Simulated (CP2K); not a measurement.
CP2K run on ScOF (P1, 6 atoms in the cell): self-consistent single point.

Level of theory: LDA (Pade form), GPW, DZVP-MOLOPT-SR-GTH basis, GTH-PADE potentials (GTH_POTENTIALS) (CP2K).

The change in words: atoms moved at random. Reference geometry:
```
ScOF
1.0
    3.62752     0.00000     0.00000
    0.00000     3.62752     0.00000
    0.00000     0.00000     5.17220
Sc O F
2 2 2
Direct
  0.50000   0.00000   0.70585
  0.00000   0.50000   0.29415
  0.00000   0.00000   0.50000
  0.50000   0.50000   0.50000
  0.50000   0.50000   0.00000
  0.00000   0.00000   0.00000
```

Reference input (self-consistent single point, DFT LDA (Pade form), GPW, DZVP-MOLOPT-SR-GTH basis, GTH-PADE potentials (GTH_POTENTIALS)): CUTOFF = 600 Ry; REL_CUTOFF = 60 Ry; KPOINTS/SCHEME = MONKHORST-PACK 7 7 5; XC_FUNCTIONAL = PADE; Sc/BASIS_SET = DZVP-MOLOPT-SR-GTH; Sc/POTENTIAL = GTH-PADE-q11; O/BASIS_SET = DZVP-MOLOPT-SR-GTH; O/POTENTIAL = GTH-PADE-q6; F/BASIS_SET = DZVP-MOLOPT-SR-GTH; F/POTENTIAL = GTH-PADE-q7; METHOD = GPW; EPS_DEFAULT = 1e-10. This run's input differs from it in these lines:

```diff
@@ -65,8 +65,8 @@
     &COORD
-      Sc       1.81376000     0.00000000     3.65079737
-      Sc       0.00000000     1.81376000     1.52140263
-      O        0.00000000     0.00000000     2.58610000
-      O        1.81376000     1.81376000     2.58610000
-      F        1.81376000     1.81376000     0.00000000
-      F        0.00000000     0.00000000     0.00000000
+      Sc       1.85841114     0.00692131     3.62752764
+      Sc      -0.02228023     1.84799653     1.54228280
+      O       -0.05483722     0.03432722     2.62582767
+      O        1.93054075     1.80559445     2.52759207
+      F        1.75372092     1.77737597    -0.00602044
+      F       -0.02427899    -0.03093549     0.02717991
     &END COORD
```

The program printed (abridged):

```
 SCF WAVEFUNCTION OPTIMIZATION

  Step     Update method      Time    Convergence         Total energy    Change
     1 NoMix/Diag. 0.40E+00      -     1.93821367      -174.5630946008 -1.75E+02
     2 Broy./Diag. 0.40E+00      -     0.31240837      -171.2367897100  3.33E+00
     3 Broy./Diag. 0.40E+00      -     0.04145543      -174.5584799503 -3.32E+00
     4 Broy./Diag. 0.40E+00      -     0.01960003      -174.2477622700  3.11E-01
     5 Broy./Diag. 0.40E+00      -     0.02198835      -174.0391440978  2.09E-01
     6 Broy./Diag. 0.40E+00      -     0.00973103      -174.2616835143 -2.23E-01
   [... 6 lines left out ...]
    13 Broy./Diag. 0.40E+00      -     0.00000604      -174.2558975209 -2.05E-06
    14 Broy./Diag. 0.40E+00      -     0.00000046      -174.2558790895  1.84E-05
    15 Broy./Diag. 0.40E+00      -     0.00000024      -174.2558739297  5.16E-06
    16 Broy./Diag. 0.40E+00      -     0.00000003      -174.2558736884  2.41E-07
  *** SCF run converged in    16 steps ***

  Overlap energy of the core charge distribution:               0.00000000000002
  Self energy of the core charge distribution:               -385.84940397236926
  Core Hamiltonian energy:                                    102.37355277701398
  Hartree energy:                                             137.49713526867413
  Exchange-correlation energy:                                -28.27715776168211

  Total energy:                                              -174.25587368836327

                     Mulliken Population Analysis

 #  Atom  Element  Kind  Atomic population                           Net charge
       1     Sc       1         10.053608                              0.946392
       2     Sc       1         10.065215                              0.934785
   [... lines left out ...]

 STRESS| Analytical stress tensor [bar]
 STRESS|                        x                   y                   z
 STRESS|      x       -7.17497513860E+04  -2.20198093037E+03  -2.91326631652E+04
 STRESS|      y       -2.20198093037E+03  -1.10392489987E+05  -6.79178111445E+02
 STRESS|      z       -2.91326631652E+04  -6.79178111445E+02  -9.84999266629E+04
 STRESS| 1/3 Trace                                            -9.35473893453E+04
```

The run converged in 16 iterations. Against the reference run the free energy rises by 34.3 meV/atom, the pressure goes from -11.89 to -9.35 GPa, the largest force goes from 0.217 to 2.161 eV/Å and the gap on the mesh goes from 4.270 to 4.349 eV.

The starting cell comes from a database of computed structures (which also holds hypothetical and non-ambient phases and stackings), without a prior relaxation at this level. For this run, on top of that: atoms moved at random. Values carry the incompleteness of an atom-centred basis. With a pressure of about -9 GPa the cell is away from its equilibrium volume at this level. Forces in this geometry exceed 1 eV/Å.

Cost on one core of a shared machine: roughly 80 s.
